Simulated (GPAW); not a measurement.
# How far to go with the plane-wave cutoff: K (Im-3m, 1 atom in the cell)

```xyz
1
Lattice="-2.6532 2.6532 2.6532 2.6532 -2.6532 2.6532 2.6532 2.6532 -2.6532" Properties=species:S:1:pos:R:3 pbc="T T T"
K      0.0000     0.0000     0.0000
```

Level of theory: PBE, GPAW PAW datasets PBE (gpaw-data 1.0.1) (plane waves; GPAW).

Base settings: mode = pw; ecut = 600 eV; xc = PBE; kpts = 3 3 3; mesh shift (steps) = 0 0 0; occupations.name = fermi-dirac; occupations.width = 0.1 eV; nbands = -5; symmetry.symmorphic = false; symmetry.tolerance = 0.0005.

The second cell is the first with its lattice scaled by 0.98.

The mesh stays at the base's, so the ladder's end is converged at best in this setting alone.

Only quantities that move along the ladder and can be compared are tabulated.

The count of work is k-points × plane waves × bands × iterations; it is no time. 

The starting cell has typed, rounded lattice constants, without a prior relaxation at this level. Its lattice was rescaled by up to half a per cent. Without a gap this mesh is coarse (it stands for a supercell whose shortest vector is 14 Å).

```csv
ecut,free energy less the last step's (meV/atom),energy of the compressed cell less the first (meV/atom),pressure (GPa),count of work / last
210 eV,621.60,-1.95,-0.59,0.052
240 eV,537.54,3.03,-1.43,0.074
270 eV,413.87,0.10,-1.85,0.10
300 eV,290.03,2.93,-1.85,0.13
330 eV,182.68,3.13,-1.57,0.10
360 eV,107.50,-0.03,-1.19,0.13
420 eV,31.49,-1.77,-0.59,0.17
480 eV,6.75,-1.70,-0.29,0.21
540 eV,0.95,-1.53,-0.19,0.25
600 eV,-0.07,-1.49,-0.17,0.27
660 eV,-0.21,-1.59,-0.16,0.34
720 eV,-0.15,-1.64,-0.16,0.36
810 eV,-0.15,-1.61,-0.16,0.42
900 eV,-0.21,-1.52,-0.16,0.49
1050 eV,-0.12,-1.53,-0.16,0.62
1200 eV,-0.02,-1.60,-0.16,0.76
1440 eV,0.00,-1.56,-0.16,1.0
```

Coarsest ecut that holds the free energy within 0.5 meV/atom of the last step, with all finer ones: 600 eV, at 0.27 of the last step's count of work; the step before is off by 0.95 meV/atom.

Coarsest ecut that holds the pressure within 0.5 GPa of the last step, with all finer ones: 420 eV, at 0.17 of the last step's count of work; the step before is off by 1.0 GPa.

Coarsest ecut that holds the energy of the compressed cell less the first within 1 meV/atom of the last step, with all finer ones: 420 eV, at 0.17 of the last step's count of work; the step before is off by 1.5 meV/atom.

The energy difference between the two cells stays within 1 meV/atom of the last step's from 420 eV on, the total only from 540 eV on: much of the error is common to both cells and cancels.

Two neighbours can agree and both be off: 300 eV and 330 eV differ by 0.20 meV/atom in the energy of the compressed cell less the first, yet lie about 4.7 meV/atom from the last step.
